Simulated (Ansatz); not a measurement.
The reference is SiC in the zinc blende structure (space group F-43m, No. 216).

```yaml
crystal:
  lattice:
    - [0.00000, 2.17817, 2.17817]
    - [2.17817, 0.00000, 2.17817]
    - [2.17817, 2.17817, 0.00000]
  atoms:
    - { symbol: Si, position: [0.00000, 0.00000, 0.00000] }
    - { symbol: C, position: [0.25000, 0.25000, 0.25000] }
```

All numbers come from Ansatz (an electronic-structure program), r2SCAN, PAW, cutoff 500 eV, no spin-orbit coupling.

Base values:

The band gap is 1.71 eV and the volume per atom is 10.33 Å³.

Now apply this change: hydrostatic tension (pressure −1 GPa).

Task: Predict the new band gap and volume per atom.

Result: The band gap stays essentially unchanged (1.71 eV against 1.72 eV); the volume per atom rises by 0.05 Å³, from 10.33 Å³ to 10.38 Å³.

Load acts through the strain it causes; cell and atoms are relaxed under it. Stability against distortions was not tested.
